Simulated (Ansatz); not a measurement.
BN (P6_3mc) under hydrostatic pressure (compression positive): electron conductivity mass by r2SCAN, rigid bands (plane waves, PAW, scalar-relativistic; Ansatz, a first-principles code). The unloaded cell, whose axes the loads refer to:

```xyz
4
Lattice="2.5410 0.0000 0.0000 -1.2705 2.2006 0.0000 0.0000 0.0000 4.2033" Properties=species:S:1:pos:R:3 pbc="T T T"
B      0.0000     1.4671     0.0011
B      1.2705     0.7335     2.1028
N      0.0000     1.4671     1.5751
N      1.2705     0.7335     3.6768
```

```json
[
 {"hydrostatic pressure (compression positive) (GPa)": "-18", "volume per atom (Å³)": "6.19", "electron conductivity mass (mₑ)": "0.420"},
 {"hydrostatic pressure (compression positive) (GPa)": "-9", "volume per atom (Å³)": "6.02", "electron conductivity mass (mₑ)": "0.414"},
 {"hydrostatic pressure (compression positive) (GPa)": "0", "volume per atom (Å³)": "5.88", "electron conductivity mass (mₑ)": "0.409"},
 {"hydrostatic pressure (compression positive) (GPa)": "9", "volume per atom (Å³)": "5.75", "electron conductivity mass (mₑ)": "?"},
 {"hydrostatic pressure (compression positive) (GPa)": "18", "volume per atom (Å³)": "5.63", "electron conductivity mass (mₑ)": "0.399"}
]
```

Question: Fit a straight line to ln(electron conductivity mass) against the load over the rows given, and predict the row at 9 GPa.

Answer: The means are x̄ = -2.250 GPa and ȳ = -0.8906; Σ(x − x̄)(y − ȳ) = -1.001 and Σ(x − x̄)² = 708.8, so the slope is -0.141 % per GPa, and the rows given lie within 0.087 % of the line. At 9 GPa the line gives 0.404 mₑ; the calculation gives 0.404 mₑ, 0.011 % from it.

Masses are for dilute carriers at 300 K, harmonic means over directions unless an axis is named. Spin-orbit coupling is left out. Stresses and pressures are the targets of the relaxation. The structure type is held at every load. Geometry: cell and atoms relaxed with PBEsol.
